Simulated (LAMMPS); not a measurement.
LAMMPS 22 Jul 2025, classical MD, EAM (Finnis-Sinclair form) (Al_mm.eam.fs): Al, 2048 atoms.

- task: MD, nve
- potential: EAM (Finnis-Sinclair form), Al_mm.eam.fs
- copies of the repeat unit: 8×8×8
- shape (slab and sphere leave vacuum in the box): bulk
- temperature: 600 K
- steps: 10000
- timestep: 2 fs
- neighbor skin: 2 Å
- neigh_modify: every 1 delay 0 check yes
- thermo: 100
- -sf: omp
- newton: on (default)
- atom_modify sort (bins of 2 Å where set): 1000 (default)
- comm_style: brick (default)
- box: 32.4 × 32.4 × 32.4 Å
- start: generated fcc lattice, warmed in an untimed run
- compared values: energy and forces of the first step, drift over the run

Machine: one whole node, Arm Neoverse V2, 96 cores on 1 socket, no SMT, 1 L3 cache group; 94 cores' worth of CPU time may be used.

Run on 1 rank × 32 threads, it takes 3.1 s from launch to exit:

```bash
# ahead of the timed run: OMP_NUM_THREADS=1 mpirun -np 48 lmp -in in.warm -log none -nocite
OMP_NUM_THREADS=32 mpirun -np 1 lmp -sf omp -pk omp 32 -in in.lmp -log log.lammps -nocite
```

From its output:

```
  using 32 OpenMP thread(s) per MPI task
  1 by 1 by 1 MPI processor grid
  2048 atoms
  master list distance cutoff = 8.5
  ghost atom cutoff = 8.5
Per MPI rank memory allocation (min/avg/max) = 30.91 | 30.91 | 30.91 Mbytes
3188.1% CPU use with 1 MPI tasks x 32 OpenMP threads
...
Loop time of 2.94838 on 32 procs for 10000 steps with 2048 atoms

Performance: 586.084 ns/day, 0.041 hours/ns, 3391.689 timesteps/s, 6.946 Matom-step/s
3188.1% CPU use with 1 MPI tasks x 32 OpenMP threads

MPI task timing breakdown:
Section |  min time  |  avg time  |  max time  |%varavg| %total
---------------------------------------------------------------
Pair    | 2.0049     | 2.0049     | 2.0049     |   0.0 | 68.00
Neigh   | 0.039128   | 0.039128   | 0.039128   |   0.0 |  1.33
Comm    | 0.21951    | 0.21951    | 0.21951    |   0.0 |  7.45
Output  | 0.0030449  | 0.0030449  | 0.0030449  |   0.0 |  0.10
Modify  | 0.63267    | 0.63267    | 0.63267    |   0.0 | 21.46
Other   |            | 0.04915    |            |       |  1.67

Nlocal:           2048 ave        2048 max        2048 min
Histogram: 1 0 0 0 0 0 0 0 0 0
Nghost:           5765 ave        5765 max        5765 min
Histogram: 1 0 0 0 0 0 0 0 0 0
Neighs:         154712 ave      154712 max      154712 min
Histogram: 1 0 0 0 0 0 0 0 0 0

Total # of neighbors = 154712
Ave neighs/atom = 75.542969
Neighbor list builds = 163
Dangerous builds = 0
```

Each time is the median wall time of two to five repeats, run one at a time on the otherwise empty machine; start-up is included. Unless noted, each process is bound to its own block of adjacent cores. Build: PyPI wheel: MPICH, OPENMP and OPT packages. Other compilers and libraries give other times. Scratch files lie in a memory file system. A preparatory run goes ahead and isn't timed.

Task: What holds this run back, and which change relieves it on the same cores with the result kept within 1.0 meV/atom in energy, 10 meV/Å in forces on 48 atoms, 0.20 meV an atom in drift of the total energy?

Result: The largest part is pair forces (Pair), 65 % of the time. One change that relieves it (others may too): going from 1 rank × 32 threads to 8 ranks × 4 threads, one of the fastest of the measured ones that keep the result: 3.1 s to 1.8 s (1.7× as fast). The largest move is in pair forces (Pair): 2.0 s to 1.2 s. As resolved by the program: grid of ranks 1 by 1 by 1 against 2 by 2 by 2. These two results differ by: energy equal as printed, forces on 48 atoms equal as printed, drift of the total energy equal as printed. Others tried: 16 ranks × 2 threads, suffix = omp (1.9 s); 4 ranks × 8 threads, suffix = omp (2.0 s); 32 ranks, suffix = omp (2.0 s); 32 ranks (2.1 s).
